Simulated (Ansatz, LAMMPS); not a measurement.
Si well of 13 atomic layers along [001] in random Si0.8Ge0.2, interfaces sharp. Cell 16.58 × 16.58 × 54.92 Å, Si627Ge93, 720 atoms. Prepared with Tersoff's 1989 multicomponent potential (SiCGe.tersoff) (LAMMPS): minimisation. 

Basis: localised support functions (accuracy medium) on a full density matrix. k-points: zone centre alone; occupations: Fermi-Dirac, 0.010 eV; spin polarisation not allowed. Spin-orbit coupling is left out.

**Question.** What is the computed gap and bonding (PBE, support functions at accuracy medium on the grid of 370 eV (Ansatz, a first-principles code))?

**Answer.** 
Kohn-Sham gap of the cell on its k-mesh: 0.47 eV
weight of the highest filled level on the well: 0.28
weight of the lowest empty level on the well: 0.89
coordination (neighbours within 2.852 Å): 100.0 % 4-fold
Ge-Ge bonds, mean ± spread: 2.464 ± 0.006 Å
Ge-Si bonds, mean ± spread: 2.419 ± 0.006 Å
Si-Si bonds, mean ± spread: 2.378 ± 0.005 Å
bond angles, mean ± spread: 109.5° ± 0.9°
pressure: -0.68 GPa
